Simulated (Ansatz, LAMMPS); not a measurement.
Σ29 (001) twist, annealed from start 1, in Ge (diamond structure). Cell 21.94 × 21.94 × 28.82 Å, Ge528, 528 atoms. Prepared with Tersoff's 1989 multicomponent potential (SiCGe.tersoff) (LAMMPS): 40 ps at 1300 K, cooling over 40 ps and minimisation with the cell free along the normal, at the potential's lattice parameter; then scaled to the PBE one. 

Basis: localised support functions (accuracy medium) on a full density matrix. k-points: zone centre alone; occupations: Fermi-Dirac, 0.020 eV; spin polarisation not allowed. Spin-orbit coupling is left out.

Geometry partly relaxed: the largest remaining force component is 0.182 eV/Å.

Estimate the energy, gap and bonding that PBE, support functions at accuracy medium on the grid of 370 eV (Ansatz, a quantum-chemistry and plane-wave program) returns for this input.


energy over the perfect crystal(s), per atom: 0.146 eV/atom
boundary energy (mean of two; the reference samples k-space alike but not identically): 1.28 J/m²
electronic character of the cell: no gap resolved at this smearing
coordination (neighbours within 2.983 Å): 0.2 % 2-fold, 4.5 % 3-fold, 92.2 % 4-fold, 3.0 % 5-fold
Ge-Ge bonds, mean ± spread: 2.537 ± 0.077 Å
bond angles, mean ± spread: 108.9° ± 11.1°
pressure: -0.83 GPa
